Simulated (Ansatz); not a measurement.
Take Sr in the fcc (Cu type) structure (space group Fm-3m, No. 225) as the base.

```yaml
crystal:
  lattice:
    - [0.00000, 2.96126, 2.96126]
    - [2.96126, 0.00000, 2.96126]
    - [2.96126, 2.96126, 0.00000]
  atoms:
    - { symbol: Sr, position: [0.00000, 0.00000, 0.00000] }
```

Cartesian axes are those of the cell as printed.

Level of theory: DFT with PBEsol, PAW potentials and a 420 eV plane-wave cutoff in Ansatz (an electronic-structure program), no spin-orbit coupling.

Strains are applied to the cell and any free atomic positions relax.

One change was made to it. Results:

```json
[
 {"quantity": "energy relative to the base (free energy F)", "base": "0 meV/atom", "after": "+0.3 meV/atom"},
 {"quantity": "band gap", "base": "zero", "after": "zero"}
]
```

### Question
Name the change that was made.
(A) uniaxial strain ε_zz = +3.00 %
(B) uniaxial strain ε_zz = +2.50 %
(C) uniaxial strain ε_zz = −2.50 %
(D) uniaxial strain ε_zz = −1.00 %

### Answer
D, uniaxial strain ε_zz = −1.00 %. For comparison, the energy relative to the base in the other runs: uniaxial strain ε_zz = +2.50 % gives +1.6 meV/atom; uniaxial strain ε_zz = −2.50 % gives +1.6 meV/atom; uniaxial strain ε_zz = +3.00 % gives +2.3 meV/atom.

Whether these cells are dynamically stable was not tested.
